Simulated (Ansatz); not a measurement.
The parent structure is BP in the zinc blende structure (space group F-43m, No. 216; a = 4.537 Å). Axes: x, y, z lie along the cube axes.

All numbers come from r2SCAN (Ansatz, a quantum-chemistry and plane-wave program, PAW, no SOC).

Base values:

```
Property              Result
-------------------  -------
Smallest direct gap  3.60 eV
```

Modification: a free-standing slab of 2 layers (4 atoms, 2 a layer) is cut normal to [110], with 15 Å of vacuum and the in-plane cell held at bulk.

Task: Estimate the effect on the smallest direct gap, excess energy per area of both faces and gap character.

Result: The smallest direct gap decreases by 1.19 eV, from 3.60 eV to 2.41 eV; the excess energy per area of both faces (slab less bulk energy over the cell's area: twice a surface energy) amounts to 2.96 J/m²; the gap character comes out as indirect, Γ → Γ–X (92 % along).

Slab and bulk use different k-meshes, which limits the precision of the excess energy. No phonon test of stability was made. Labels are those of the standard path for the cell's own space group.
